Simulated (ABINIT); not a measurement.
ABINIT run on KF (Fm-3m, 2 atoms in the cell): self-consistent single point

Computed with PBE, PAW (JTH v2.0 PBE PAW) (plane waves; ABINIT).

This input was run:

```
# KF, JTH v2.0 PBE PAW
pp_dirpath "./"
pseudos "K.GGA_PBE-JTH.xml, F.GGA_PBE-JTH.xml"
acell 7.1846185123 7.1846185123 7.1846185123
rprim
        -0.0000000000    0.7071067812    0.7071067812
         0.7071067812   -0.0000000000    0.7071067812
         0.7071067812    0.7071067812   -0.0000000000
natom 2
ntypat 2
znucl 19 9
typat 1 2
xred
         0.0000000000    0.0000000000    0.0000000000
         0.5000000000    0.5000000000    0.5000000000
ecut 24
pawecutdg 48
pawxcdev 0
occopt 3
tsmear 0.00183747
nband 13
kptopt 1
ngkpt 6 6 6
nshiftk 1
shiftk 0 0 0
nstep 60
tolvrs 1.0e-12
prtwf 0
prtden 0
enunit 1
```

Log, with long lists cut:

```
 Symmetries : space group Fm -3 m (#225); Bravais cF (face-center cubic)

 -outvars: echo values of preprocessed input variables --------
            acell      7.1846185123E+00  7.1846185123E+00  7.1846185123E+00 Bohr
             ecut      2.40000000E+01 Hartree
           enunit           1
              ixc     -101130
         kptrlatt        6    0    0      0    6    0      0    0    6
          kptrlen      4.31077111E+01
            natom           2
            nband          13
            ngfft          32      32      32
          ngfftdg          48      48      48
             nkpt          16
            nstep          60
             nsym          48
           ntypat           2
           occopt           3
        pawecutdg      4.80000000E+01 Hartree
         pawxcdev           0
            rprim     -0.0000000000E+00  7.0710678120E-01  7.0710678120E-01
                       7.0710678120E-01 -0.0000000000E+00  7.0710678120E-01
                       7.0710678120E-01  7.0710678120E-01 -0.0000000000E+00
          spgroup         225
           tolvrs      1.00000000E-12
           tsmear      1.83747000E-03 Hartree
            typat      1  2
           useylm           1
             xred      0.0000000000E+00  0.0000000000E+00  0.0000000000E+00
                       5.0000000000E-01  5.0000000000E-01  5.0000000000E-01
            znucl       19.00000    9.00000

== DATASET  1 ==================================================================

 Real(R)+Recip(G) space primitive vectors, cartesian coordinates (Bohr,Bohr^-1):
 R(1)=  0.0000000  5.0802925  5.0802925  G(1)= -0.0984195  0.0984195  0.0984195
 R(2)=  5.0802925  0.0000000  5.0802925  G(2)=  0.0984195 -0.0984195  0.0984195
 R(3)=  5.0802925  5.0802925  0.0000000  G(3)=  0.0984195  0.0984195 -0.0984195
 Unit cell volume ucvol=  2.6223831E+02 bohr^3
 Angles (23,13,12)=  6.00000000E+01  6.00000000E+01  6.00000000E+01 degrees

 Coarse grid specifications (used for wave-functions):

 getcut: wavevector=  0.0000  0.0000  0.0000  ngfft=  32  32  32
         ecut(hartree)=     24.000   => boxcut(ratio)=   2.01965

 Fine grid specifications (used for densities):

 getcut: wavevector=  0.0000  0.0000  0.0000  ngfft=  48  48  48
         ecut(hartree)=     48.000   => boxcut(ratio)=   2.14216

   2.96023763E+02                                ecore*ucvol(ha*bohr**3)

_setup2: Arith. and geom. avg. npw (full set) are    1472.273    1472.248

--- !BeginCycle
solver: {iscf: 17, nstep: 60, nline: 4, wfoptalg: 10, }
tolerances: {tolvrs: 1.00E-12, }
...

     iter   Etot(hartree)      deltaE(h)  residm     nres2
 ETOT  1  -52.949329909620    -5.295E+01 1.928E-01 2.834E+01
 ETOT  2  -53.039942604348    -9.061E-02 4.253E-03 2.084E+01
 ETOT  3  -53.026392558016     1.355E-02 7.517E-03 2.360E+00
 ETOT  4  -53.025621354890     7.712E-04 1.192E-03 9.156E-01
 ETOT  5  -53.025574238771     4.712E-05 1.600E-03 3.744E-02
 ETOT  6  -53.025668733530    -9.449E-05 3.154E-04 4.657E-03
   [... 3 lines left out ...]
 ETOT 10  -53.025672353128    -2.522E-09 1.117E-04 1.197E-07
 ETOT 11  -53.025672353190    -6.215E-11 6.050E-05 5.954E-09
 ETOT 12  -53.025672353189     1.272E-12 7.808E-05 3.508E-11
 ETOT 13  -53.025672353189    -4.476E-13 4.053E-05 4.235E-11
 ETOT 14  -53.025672353189     2.558E-13 5.068E-05 7.989E-13

 At SCF step   14       nres2   =  7.99E-13 < tolvrs=  1.00E-12 =>converged.

 Cartesian components of stress tensor (hartree/bohr^3)
  sigma(1 1)= -2.43309043E-05  sigma(3 2)=  0.00000000E+00
  sigma(2 2)= -2.43309043E-05  sigma(3 1)=  0.00000000E+00
  sigma(3 3)= -2.43309043E-05  sigma(2 1)=  0.00000000E+00

 ----iterations are completed or convergence reached----

 reduced coordinates (array xred) for    2 atoms
       0.000000000000      0.000000000000      0.000000000000
       0.500000000000      0.500000000000      0.500000000000
 cartesian forces (eV/Angstrom) at end:
    1     -0.00000000000000    -0.00000000000000    -0.00000000000000
    2     -0.00000000000000    -0.00000000000000    -0.00000000000000
 frms,max,avg= 0.0000000E+00 0.0000000E+00   0.000E+00  0.000E+00  0.000E+00 e/A
 length scales=  7.184618512300  7.184618512300  7.184618512300 bohr
              =  3.801936369123  3.801936369123  3.801936369123 angstroms
 Fermi (or HOMO) energy (eV) =   4.26273   Average Vxc (eV)=  -8.25850
 Eigenvalues (   eV  ) for nkpt=  16  k points:
 kpt#   1, nband= 13, wtk=  0.00463, kpt=  0.0000  0.0000  0.0000 (reduced coord)
 -26.72309  -19.20183   -9.98707   -9.98707   -9.98707   -0.54808   -0.54808   -0.54808
   5.52767   10.07747   10.07747   10.07747   11.70871
 prteigrs : prtvol=0 or 1, do not print more k-points.

--- !EnergyTerms
comment             : Components of total free energy in Hartree
kinetic             :  1.79668418946484E+01
hartree             :  1.46697269412766E+01
xc                  : -7.43080678109937E+00
Ewald energy        : -3.60874111776470E+01
psp_core            :  1.12883491553665E+00
local_psp           : -4.79728236710008E+01
spherical_terms     :  4.69996550279914E+00
internal            : -5.30256723754864E+01
'-kT*entropy'       : -3.30494362802571E-15
total_energy        : -5.30256723754864E+01
total_energy_eV     : -1.44290192544396E+03
...

-Cartesian components of stress tensor (GPa)         [Pressure=  7.1584E-01 GPa]
- sigma(1 1)= -7.15839800E-01  sigma(3 2)=  0.00000000E+00
- sigma(2 2)= -7.15839800E-01  sigma(3 1)=  0.00000000E+00
- sigma(3 3)= -7.15839800E-01  sigma(2 1)=  0.00000000E+00

 Calculation completed.
```

The run converged in 14 iterations.

The starting cell has typed, rounded lattice constants, without a prior relaxation at this level. Its lattice was rescaled by up to half a per cent.
